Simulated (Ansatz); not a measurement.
Functionals compared on the (0001) surface of wurtzite GaN (2x2 N adatom at H3; a constructed slab, bottom: 3 H on 4 bottom sites), in Ansatz (plane waves, PAW). The structure was relaxed with PBE; the other rows are single points on it. Cutoff 420 eV (500 eV for r2SCAN).

Host crystal: wurtzite GaN, with a band gap (PBE, scalar-relativistic without spin-orbit coupling).

Set-up: 44 atoms, 13.4 Å thick at the start with caps and adatoms (thin: gaps and levels are the slab's own); mesh 4x4x1; 0.01 eV smearing; dipole correction on; 23 atoms held, the rest relaxed; start symmetry kept, larger cells not searched; no spin, no spin-orbit, no U. These notes are the PBE run's.

```csv
functional,gap of the slab on its k-mesh (eV),highest filled level below the top vacuum level (eV)
PBE,0.20,5.43
RPBE,[?],[?]
r2SCAN,0.50,5.67
```

Q: What belongs in the gaps?

A: 
- RPBE, gap of the slab on its k-mesh (eV): 0.24
- RPBE, highest filled level below the top vacuum level (eV): 5.31

Ansatz is an electronic-structure program.
